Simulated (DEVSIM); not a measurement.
System: Schottky contact on n-type CdTe, at 300 K.

```tsv
layer (left to right)	material	thickness (μm)	Nd (cm⁻³)	τn (s)	τp (s)
1	CdTe	0.830	1.7e16	1.3e-8	1.3e-8
```

Left contact: Schottky, work function 5 eV, emission velocity 5.7e6 cm/s. Right contact: ohmic. Voltage is applied to the left contact. Recombination: SRH at mid-gap, Auger. Mobility is μmin + (μ − μmin)/(1 + (N/Nref)^α).

The device is made up for the run: typed textbook-type constants, with dimensions and the other settings drawn at random. Values at 300 K.

| parameter | CdTe |
|---|---|
| gap (eV) | 1.5 |
| affinity (eV) | 4.28 |
| permittivity | 10.2 |
| Nc (cm⁻³) | 8e17 |
| Nv (cm⁻³) | 1.8e19 |
| μn (cm²/Vs) | 1000 |
| μp (cm²/Vs) | 80 |
| μn,min | 100 |
| μp,min | 10 |
| Nref,n | 1e17 |
| Nref,p | 1e17 |
| αn | 0.6 |
| αp | 0.6 |
| Cn (cm⁶/s) | 1e-30 |
| Cp (cm⁶/s) | 1e-30 |

Model (solved in DEVSIM): 1D drift-diffusion, Boltzmann statistics, complete ionisation; no tunnelling, impact ionisation, image-force lowering or self-heating. Metal contacts follow the ideal Schottky-Mott rule: no Fermi-level pinning, no interface dipoles.

Question: Tabulate band edges, carrier densities and field at zero bias.

Answer: Energies count from the Fermi level of the right contact; mesh points crowd at the junctions.

| x (μm) | Ec (eV) | Ev (eV) | n (cm⁻³) | p (cm⁻³) | field (V/cm) |
|---|---|---|---|---|---|
| 0.000 | 0.720 | -0.780 | 640000 | 1400000 | -60000 |
| 0.007878 | 0.674 | -0.826 | 3800000 | 240000 | -58000 |
| 0.01654 | 0.625 | -0.875 | 2.5e7 | 36000 | -55000 |
| 0.02952 | 0.556 | -0.944 | 3.6e8 | 2500 | -51000 |
| 0.04932 | 0.461 | -1.039 | 1.4e10 | < 1e2 | -45000 |
| 0.07242 | 0.365 | -1.135 | 5.8e11 | < 1e2 | -38000 |
| 0.09781 | 0.278 | -1.222 | 1.7e13 | < 1e2 | -30000 |
| 0.1487 | 0.162 | -1.338 | 1.5e15 | < 1e2 | -15000 |
| 0.2025 | 0.113 | -1.387 | 1.0e16 | < 1e2 | -4300 |
| 0.2616 | 0.102 | -1.399 | 1.6e16 | < 1e2 | -680 |
| 0.3502 | 0.100 | -1.400 | 1.7e16 | < 1e2 | -35 |
| 0.4629 | 0.100 | -1.400 | 1.7e16 | < 1e2 | ≈ 0 |
| 0.5555 | 0.100 | -1.400 | 1.7e16 | < 1e2 | ≈ 0 |
| 0.6173 | 0.100 | -1.400 | 1.7e16 | < 1e2 | ≈ 0 |
| 0.6869 | 0.100 | -1.400 | 1.7e16 | < 1e2 | ≈ 0 |
| 0.7267 | 0.100 | -1.400 | 1.7e16 | < 1e2 | ≈ 0 |
| 0.7532 | 0.100 | -1.400 | 1.7e16 | < 1e2 | ≈ 0 |
| 0.7773 | 0.100 | -1.400 | 1.7e16 | < 1e2 | ≈ 0 |
| 0.7980 | 0.100 | -1.400 | 1.7e16 | < 1e2 | ≈ 0 |
| 0.8116 | 0.100 | -1.400 | 1.7e16 | < 1e2 | ≈ 0 |
| 0.8206 | 0.100 | -1.400 | 1.7e16 | < 1e2 | ≈ 0 |
| 0.8300 | 0.100 | -1.400 | 1.7e16 | < 1e2 | ≈ 0 |
